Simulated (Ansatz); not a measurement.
## Nb2BS: response to strain

Start from Nb2BS (space group P6_3/mmc, No. 194; a cell from a computed database, its experimental status unchecked).

```yaml
crystal:
  lattice:
    - [3.32744, 0.00000, 0.00000]
    - [-1.66372, 2.88165, 0.00000]
    - [0.00000, 0.00000, 11.50934]
  atoms:
    - { symbol: Nb, position: [0.33333, 0.66667, 0.10199] }
    - { symbol: Nb, position: [0.66667, 0.33333, 0.89801] }
    - { symbol: Nb, position: [0.66667, 0.33333, 0.60199] }
    - { symbol: Nb, position: [0.33333, 0.66667, 0.39801] }
    - { symbol: B, position: [0.00000, 0.00000, 0.00000] }
    - { symbol: B, position: [0.00000, 0.00000, 0.50000] }
    - { symbol: S, position: [0.33333, 0.66667, 0.75000] }
    - { symbol: S, position: [0.66667, 0.33333, 0.25000] }
```

Cartesian axes are those of the cell as printed.

Strains are applied to the cell and any free atomic positions relax; under biaxial strain the out-of-plane vector relaxes too.

The values are results of Kohn–Sham DFT with the PBEsol functional, run in Ansatz (a first-principles code) with PAW and 420 eV plane waves, spin-orbit coupling left out, not measurements.

Notes on the quantities. pressure: mean of the normal stresses, compression positive.

```json
[
 {"case": "base", "pressure": "0.0 GPa", "volume per atom": "13.79 Å³"},
 {"case": "biaxial strain −1.00 %, plane normal [001], relaxed out of plane", "pressure": "2.1 GPa", "volume per atom": "13.64 Å³"},
 {"case": "isotropic strain +3.10 %", "pressure": "-15.1 GPa", "volume per atom": "15.12 Å³"},
 {"case": "uniaxial strain ε_zz = +0.37 %", "pressure": "-0.8 GPa", "volume per atom": "13.85 Å³"}
]
```

Without a gap, meshes like the base's 16×16×4 leave anisotropic stresses uncertain by several tenths of a GPa, and small strain energies with them. Whether these cells are dynamically stable was not tested. All final runs are without spin polarisation.
